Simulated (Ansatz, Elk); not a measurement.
An Ansatz (a first-principles code) input for a self-consistent single point of Pb (Fm-3m, 1 atom in the cell) (DFT, PBE with spin-orbit coupling, plane waves, default PAW files):

Ansatz 0.2 input:
```yaml
# Pb
crystal:
  lattice:
    - [0.00000000, 2.52319500, 2.52319500]
    - [2.52319500, 0.00000000, 2.52319500]
    - [2.52319500, 2.52319500, 0.00000000]
  atoms:
    - { symbol: Pb, position: [0.00000000, 0.00000000, 0.00000000] }
basis:
  ecutwfc: 420.0
kpoints:
  mp_grid: { grid: [11, 11, 11] }
hamiltonian:
  xc: pbe
  pseudopotentials: { kind: paw }
magnetization:
  noncollinear: true
  spin_orbit: true
scf:
  occupations: { method: fermi_dirac, width: 0.05 }
output:
  forces: true
  eigenvalues: true
  stress: true
```

### Question
Give the Elk input for the same structure, mesh, smearing and functional.

### Answer
This is the input that was run; spellings and numerical settings could be chosen otherwise.

```
tasks
  0

xctype
  20

spinorb
  .true.

rgkmax
  8.0

gmaxvr
  16.0

nxlo
  2

lorbcnd
  .true.

lmaxi
  2

nempty
  10

swidth
  0.00183747

maxscl
  100

avec
    0.0000000000    4.7681475090    4.7681475090
    4.7681475090    0.0000000000    4.7681475090
    4.7681475090    4.7681475090    0.0000000000

atoms
  1
  'Pb.in'
  1
  0.0000000000  0.0000000000  0.0000000000    0.0 0.0 0.0

ngridk
  11 11 11
```

Basis, cutoffs, solver keys and any potentials are the target program's own. This input uses DFT, PBE, spin-orbit coupling in second variation, all-electron FP-LAPW, Elk's shipped species files, APW+lo basis with extra local orbitals.

The starting cell comes from a database of computed structures (which also holds hypothetical and non-ambient phases and stackings), without a prior relaxation at this level. Its lattice was rescaled by a random factor within 2.5 % of one.
